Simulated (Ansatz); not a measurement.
**cubic HfO2 (0 0 1) on diamond (0 0 1) (film strained to the substrate, faces as cut)**

A periodic stack without vacuum, cubic HfO2 (0 0 1) on diamond (0 0 1) (film strained to the substrate, faces as cut): substrate slab C32, film Hf5O12, surface cells [[0, -1], [2, 1]] and [[1, 0], [1, 1]], film strained by -0.9 and -0.9 %, faces C/C and O/O as cut (like faces can put a slab off its formula).

The start was prepared with a machine-learned potential, and the result is one local minimum, with the in-plane cell held and forces under 0.04 eV/Å; the film can end far from its bulk form.

Levels used, each named beside its values: PBE (plane waves to 420 eV, PAW; Ansatz, a quantum-chemistry and plane-wave program); HSE06 (plane waves to 420 eV, PAW; Ansatz). Geometries and values that name no level are of the first. No spin–orbit coupling; PBE gaps are too small against experiment. Its k-point mesh 7×7×1, Fermi–Dirac width 0.05 eV. HSE06 ran on meshes of its own (9×9×9); its edges and gaps are taken over the mesh and over extra points off it, mostly where PBE has its edges.

- interface area = 12.8 Å²
- period = 28.69 Å
- gaps between the outermost planes at the two interfaces = 1.30 and 1.30 Å
- C–Hf contacts across the interfaces within 1.22 times the sum of covalent radii = 4, mean 3.04 Å
- C–O contacts across the interfaces within 1.22 times the sum of covalent radii = 4, mean 1.38 Å
- spin-polarised check at this geometry = falls back to no moment

```yaml
crystal:
  lattice:
    - [3.57141, 0.00007, 0.04049]
    - [0.00009, 3.57150, -0.02213]
    - [-1.16293, 1.01279, 28.67018]
  atoms:
    - { symbol: C, position: [0.08093, 0.91122, 0.05218] }
    - { symbol: C, position: [0.57940, 0.41130, 0.05217] }
    - { symbol: C, position: [0.24155, 0.24941, 0.02312] }
    - { symbol: C, position: [0.90150, 0.58876, 0.02366] }
    - { symbol: C, position: [0.59591, 0.89678, 0.11569] }
    - { symbol: C, position: [0.09510, 0.39749, 0.11444] }
    - { symbol: C, position: [0.82726, 0.14354, 0.08384] }
    - { symbol: C, position: [0.34905, 0.66532, 0.08391] }
    - { symbol: C, position: [0.11014, 0.88266, 0.17730] }
    - { symbol: C, position: [0.61004, 0.38262, 0.17730] }
    - { symbol: C, position: [0.35183, 0.14087, 0.14616] }
    - { symbol: C, position: [0.85376, 0.63894, 0.14619] }
    - { symbol: C, position: [0.62470, 0.86806, 0.23958] }
    - { symbol: C, position: [0.12460, 0.36816, 0.23952] }
    - { symbol: C, position: [0.86697, 0.12498, 0.20842] }
    - { symbol: C, position: [0.36776, 0.62577, 0.20842] }
    - { symbol: C, position: [0.13959, 0.85398, 0.30180] }
    - { symbol: C, position: [0.63880, 0.35319, 0.30180] }
    - { symbol: C, position: [0.38187, 0.11090, 0.27065] }
    - { symbol: C, position: [0.88197, 0.61080, 0.27070] }
    - { symbol: C, position: [0.65469, 0.83810, 0.36407] }
    - { symbol: C, position: [0.15275, 0.34002, 0.36403] }
    - { symbol: C, position: [0.89643, 0.09628, 0.33292] }
    - { symbol: C, position: [0.39648, 0.59637, 0.33292] }
    - { symbol: C, position: [0.17915, 0.83537, 0.42631] }
    - { symbol: C, position: [0.65735, 0.31358, 0.42638] }
    - { symbol: C, position: [0.41061, 0.08219, 0.39453] }
    - { symbol: C, position: [0.91132, 0.58140, 0.39578] }
    - { symbol: C, position: [0.76315, 0.72792, 0.48709] }
    - { symbol: C, position: [0.10253, 0.38787, 0.48656] }
    - { symbol: C, position: [0.92509, 0.06573, 0.45805] }
    - { symbol: C, position: [0.42501, 0.56725, 0.45804] }
    - { symbol: Hf, position: [0.75735, 0.28561, 0.66534] }
    - { symbol: Hf, position: [0.23139, 0.80135, 0.57659] }
    - { symbol: Hf, position: [0.79876, 0.24406, 0.84488] }
    - { symbol: Hf, position: [0.27920, 0.76603, 0.75511] }
    - { symbol: Hf, position: [0.31460, 0.71778, 0.93363] }
    - { symbol: O, position: [0.24981, 0.29474, 0.61755] }
    - { symbol: O, position: [0.74823, 0.79526, 0.62407] }
    - { symbol: O, position: [0.71434, 0.79354, 0.53424] }
    - { symbol: O, position: [0.19845, 0.30781, 0.53237] }
    - { symbol: O, position: [0.28802, 0.25665, 0.79526] }
    - { symbol: O, position: [0.79036, 0.75454, 0.80460] }
    - { symbol: O, position: [0.76984, 0.77493, 0.71496] }
    - { symbol: O, position: [0.26781, 0.27725, 0.70563] }
    - { symbol: O, position: [0.30705, 0.20070, 0.97597] }
    - { symbol: O, position: [0.82125, 0.68477, 0.97786] }
    - { symbol: O, position: [0.80797, 0.73649, 0.89269] }
    - { symbol: O, position: [0.30845, 0.23486, 0.88613] }
```
